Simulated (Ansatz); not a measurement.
For TaN (model structure, started from the rocksalt type, Fm-3m, No. 225, 2 atoms in the cell), PBE-D3(BJ) in Ansatz (plane waves, PAW) gives:

lattice constant a: 4.384 Å
cohesive energy: 8.01 eV/atom

### Question
What does r²SCAN (PAW; Ansatz, a quantum-chemistry and plane-wave program) give for the same quantities?

### Answer

- lattice constant a: 4.396 Å (goes up by 0.3 %)
- cohesive energy: 7.34 eV/atom (shrinks by 0.67 eV/atom)

Changes are worked out from the printed values.

Unless a cell is named, each level is at its own relaxed cell (PBE-D3(BJ) 10.53, r²SCAN 10.62 Å³/atom).

Levels without +SOC leave out spin–orbit coupling, which shifts energies and cells of such heavy elements.

Ansatz's density-functional and Hartree–Fock values are scalar-relativistic unless marked +SOC, with PAW data made under PBE.

A model structure was made by putting elements into a prototype or built by hand; it is no filed structure, need not be a known phase, and can be a saddle point held by its symmetry.
